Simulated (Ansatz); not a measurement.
Adsorption energy and surface dipole of Cl on the 1x1 (100) surface of rock-salt MgO (cut with top plane Mg + O), one in a 2x2 cell, started at the site 'top Mg', worked from the runs' numbers; total energies count from the potentials' own zero.

Host crystal: rock-salt MgO, with a band gap (PBE, scalar-relativistic without spin-orbit coupling).

Computed with RPBE, at the PBE geometry (plane waves to 420 eV, PAW; Ansatz, an electronic-structure program).

Slab: 33 atoms, 6.4 Å thick at the start under the adsorbate (thin: gaps and levels are the slab's own); k 3x3x1, smearing 0.01 eV, dipole-corrected; single point; on the structure that PBE left under its start's symmetry; spin-polarised, ending with about 1.0 μB a cell, a value that depends on the mesh; orders that need a larger cell were not tried, no spin-orbit, no U, no dispersion correction. The slab shows no gap over 0.04 eV on its mesh. The program's check for a lower electronic state was not made. It is one chosen start, not shown to be the lowest state of the adsorbate.

| quantity | value |
|---|---|
| slab with the adsorbate | -41056.938 eV |
| clean slab, same cell and mesh | -39974.140 eV |
| reference, ½ Cl2(g) | -1083.309 eV |
| area of the cell | 36.19 Å² |
| change of the step from the bottom to the top vacuum level | 2.542 eV |

### Question
What is the adsorption energy against this reference?

### Answer
E(slab + adsorbate) − E(slab) − E(reference) = 0.51 eV, so in this state the adsorbate is less stable than in the reference, at a coverage of 2.76 a nm².

### Question
What dipole does adsorption add to the slab along the outward normal (Helmholtz relation, ε₀ = 0.005526 e/(V·Å))?

### Answer
p = −ε₀·A·ΔV = -0.508 e·Å = -2.44 D; its negative end points to the vacuum, which raises the vacuum level.
